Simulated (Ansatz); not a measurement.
# Pd (model structure, from the simple cubic type, Pm-3m, No. 221): properties by level of theory

```tsv
level (code)	equilibrium lattice constant a (Å)	bulk modulus B0 (GPa)	cohesive energy (eV/atom)
PBE (Ansatz)	2.614	___	3.20
PBEsol (Ansatz)	2.566	___	___
r²SCAN (Ansatz)	___	137	___
```

Q: Fill in the missing entries.

A: 
- PBE (Ansatz, a first-principles code), bulk modulus B0 (GPa): 122
- PBEsol (Ansatz), bulk modulus B0 (GPa): 149
- PBEsol (Ansatz), cohesive energy (eV/atom): 3.84
- r²SCAN (Ansatz), equilibrium lattice constant a (Å): 2.588
- r²SCAN (Ansatz), cohesive energy (eV/atom): 3.60

Caveats: the bulk modulus is −V dP/dV from two relaxed cells at ±2 % in volume (PBE, PBEsol, r²SCAN). Ansatz's density-functional and Hartree–Fock values are scalar-relativistic unless marked +SOC, with PAW data made under PBE.

Static lattice: no zero-point or thermal effects.

A model structure was made by putting elements into a prototype or built by hand; it is no filed structure, need not be a known phase, and can be a saddle point held by its symmetry.
